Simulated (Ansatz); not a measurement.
Take Al2Cu (space group I4/mcm, No. 140) as the base.

```xyz
6
Lattice="-3.0298 3.0298 2.4373 3.0298 -3.0298 2.4373 3.0298 3.0298 -2.4373" Properties=species:S:1:pos:R:3 pbc="T T T"
Al     0.9591     3.9889     0.0000
Al     0.9591     2.0707     2.4373
Al     2.0707     0.9591     0.0000
Al     2.0707    -0.9591     2.4373
Cu     0.0000     0.0000     1.2186
Cu     0.0000     0.0000     3.6559
```

The values are results of PBE (Ansatz, a first-principles code, PAW, scalar-relativistic without spin-orbit coupling), not measurements.

Base values:

The lattice parameter a is 6.060 Å and the band gap comes out as zero. The c/a ratio is 0.804.

It is then changed as follows: a negative pressure, −2 GPa.

### Question
What does the calculation give for the lattice parameter a, band gap and c/a ratio after the change?

### Answer
The lattice parameter a increases by 0.041 Å to 6.101 Å; the band gap is still zero; the c/a ratio stays essentially unchanged (0.804 against 0.805).

Load acts through the strain it causes; cell and atoms are relaxed under it. Whether these cells are dynamically stable was not tested. The final runs are not spin-polarised.
